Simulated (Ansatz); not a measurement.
## Fermi-surface data of Be (P6_3/mmc)

Here is the system:

```
Be
1.0
    2.25382     0.00000     0.00000
   -1.12691     1.95187     0.00000
    0.00000     0.00000     3.56114
Be
2
Direct
  0.33333   0.66667   0.75000
  0.66667   0.33333   0.25000
```

The numbers are results of PBEsol, rigid bands (plane waves, PAW, scalar-relativistic; Ansatz, a program for electronic structure), not measurements. Cell: cell and atoms relaxed with PBEsol.

| Property | Result |
|---|---|
| density of states at the Fermi level | 0.124 states/(eV·cell), both spins |
| bare Sommerfeld coefficient | 0.147 mJ/(mol of atoms·K²) |
| Drude plasma energy | 6.1 (x), 6.1 (y), 4.8 (z) eV |
| root-mean-square Fermi velocity | 1.3e6 m/s |
| resistivity times τ | 13.1 (x), 13.1 (y), 21 (z) ×10⁻²² Ω·m·s |

A metal at this level (no band gap); rigid bands, thermally averaged at 300 K, both spins. Spin-orbit coupling is left out. τ is one relaxation time for all states.
